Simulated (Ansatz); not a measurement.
Consider TiB2 (space group P6/mmm, No. 191; a = 3.0173 Å, c = 3.1849 Å). Axes: x lies along a and z along c of the hexagonal cell.

The values are results of DFT with PBEsol, PAW potentials and a 420 eV plane-wave cutoff in Ansatz (an electronic-structure program), spin-orbit coupling left out, earlier PAW set, not measurements.

Strains are applied to the cell and any free atomic positions relax; under stress the whole cell relaxes.

One change was made to it. Results:

```csv
quantity,base,after
energy relative to the base (free energy F),0 meV/atom,+21 meV/atom
shortest interatomic distance,1.742 Å,1.713 Å
```

Problem. What was done to the base?
(A) uniaxial stress, 1 GPa tension along z
(B) uniaxial strain ε_yy = −1.04 %
(C) uniaxial strain ε_yy = +0.44 %
(D) strain tensor (xx, yy, zz, yz, xz, xy) = (+2.08, −2.21, −1.47, +0.24, −1.03, −0.06) %
(E) isotropic strain −4.19 %

Solution. D, strain tensor (xx, yy, zz, yz, xz, xy) = (+2.08, −2.21, −1.47, +0.24, −1.03, −0.06) %. For comparison, the energy relative to the base in the other runs: uniaxial strain ε_yy = −1.04 % gives +2.0 meV/atom; uniaxial strain ε_yy = +0.44 % gives +0.3 meV/atom; uniaxial stress, 1 GPa tension along z gives +0.1 meV/atom; isotropic strain −4.19 % gives +125 meV/atom.

A case with no gap was solved on a k-mesh chosen for an insulator, which is coarse for it. Without a gap, meshes like the base's 13×13×10 leave anisotropic stresses uncertain by several tenths of a GPa, and small strain energies with them. Stability under load was not tested beyond the relaxation. The final runs are not spin-polarised.
